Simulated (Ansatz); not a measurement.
Base system: BN in the rock salt structure (space group Fm-3m, No. 225; a = 3.4827 Å; a hypothetical phase, not in the database extracts checked).

Perturbation: every lattice vector is stretched by 5.74 %, atoms relaxed at fixed cell.

Levels (all Ansatz, an electronic-structure program, PAW): PBEsol (420 eV, without spin-orbit coupling); HSE06 (420 eV, no spin-orbit coupling).

The geometry is relaxed with PBEsol.

| Quantity | Result |
|---|---|
| PBEsol lowest conduction level above the VBM at special points | X 0.13 eV; K 2.31 eV; U 2.31 eV; Γ 6.15 eV |

Q: Predict the lowest conduction level above the VBM at special points from HSE06.

A: The lowest conduction level above the VBM at special points changes from X 0.13 eV; K 2.31 eV; U 2.31 eV; Γ 6.15 eV to X 0.91 eV; K 3.33 eV; U 3.33 eV; Γ 7.50 eV.

Single points use the geometry relaxed with PBEsol. HSE06 gaps are upper bounds (no full band path). The levels and masses belong to the bands next to the band gap. The cells carry an imposed strain or load. No phonon test of stability was made.
